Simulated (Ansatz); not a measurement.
GaAs (F-43m) under hydrostatic pressure: electron conductivity mass by r2SCAN with spin-orbit coupling, rigid bands (plane waves, PAW; Ansatz, a program for electronic structure). The unloaded cell, whose axes the loads refer to:

```cif
data_As4Ga4
_chemical_formula_sum 'Ga4 As4'
_space_group_name_H-M_alt 'F-43m'
_space_group_IT_number 216
_space_group_name_Hall 'F -4 2 3'
_cell_length_a 5.66642
_cell_length_b 5.66642
_cell_length_c 5.66642
_cell_angle_alpha 90.000
_cell_angle_beta 90.000
_cell_angle_gamma 90.000
loop_
_atom_site_label
_atom_site_type_symbol
_atom_site_symmetry_multiplicity
_atom_site_Wyckoff_symbol
_atom_site_fract_x
_atom_site_fract_y
_atom_site_fract_z
_atom_site_occupancy
Ga1 Ga 4 a 0.00000 0.00000 0.00000 1
As1 As 4 d 0.75000 0.75000 0.75000 1
```
(The calculation used a cell of 2 atoms; values per cell refer to that cell.)

```json
[
 {"hydrostatic pressure (GPa)": "-2", "volume per atom (Å³)": "23.42", "electron conductivity mass (mₑ)": "0.0461"},
 {"hydrostatic pressure (GPa)": "0", "volume per atom (Å³)": "22.74", "electron conductivity mass (mₑ)": "0.0576"},
 {"hydrostatic pressure (GPa)": "2", "volume per atom (Å³)": "22.16", "electron conductivity mass (mₑ)": "?"},
 {"hydrostatic pressure (GPa)": "5", "volume per atom (Å³)": "21.42", "electron conductivity mass (mₑ)": "0.113"},
 {"hydrostatic pressure (GPa)": "10", "volume per atom (Å³)": "20.42", "electron conductivity mass (mₑ)": "0.328"}
]
```

Q: Fit a straight line to ln(electron conductivity mass) against the load over the rows given, and predict the row at 2 GPa.

A: The means are x̄ = 3.250 GPa and ȳ = -2.3066; Σ(x − x̄)(y − ȳ) = 14.09 and Σ(x − x̄)² = 86.75, so the slope is 16.2 % per GPa, and the rows given lie within 16 % of the line. At 2 GPa the line gives 0.0813 mₑ; the calculation gives 0.0675 mₑ, 20 % from it, so the trend bends or changes character over this range.

Masses are for dilute carriers at 300 K, harmonic means over directions unless an axis is named. Stresses and pressures are the targets of the relaxation. The structure type is held at every load. Geometry: cell and atoms relaxed with r2SCAN.
